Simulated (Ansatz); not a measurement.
Base system: Rh in the fcc (Cu type) structure (space group Fm-3m, No. 225; relaxed with 0.1 eV smearing).

Space group Fm-3m (No. 225); a = 3.7816 Å, b = 3.7816 Å, c = 3.7816 Å, α = 90.00°, β = 90.00°, γ = 90.00°

```
atom  site  symmetry       x       y       z
----  ----  --------  ------  ------  ------
Rh      4a      m-3m  0.0000  0.0000  0.0000
```
(The calculation used a cell of 1 atom; values per cell refer to that cell.)

Level of theory: PBEsol/PAW in Ansatz (an electronic-structure program), scalar-relativistic without spin-orbit coupling.

Before the change:

```
Item        Value
--------  -------
Pressure  0.0 GPa
```

Modification: an isotropic linear strain of +1.00 %; the atoms relax in the strained cell.

What does the calculation give for the energy relative to the base and pressure after the change?

The energy increases by 11 meV/atom; the pressure goes from zero to -8.1 GPa.

Stability against distortions was not tested. The final runs are not spin-polarised. Rh lies near a magnetic instability that expansion can trigger; it was not tested.
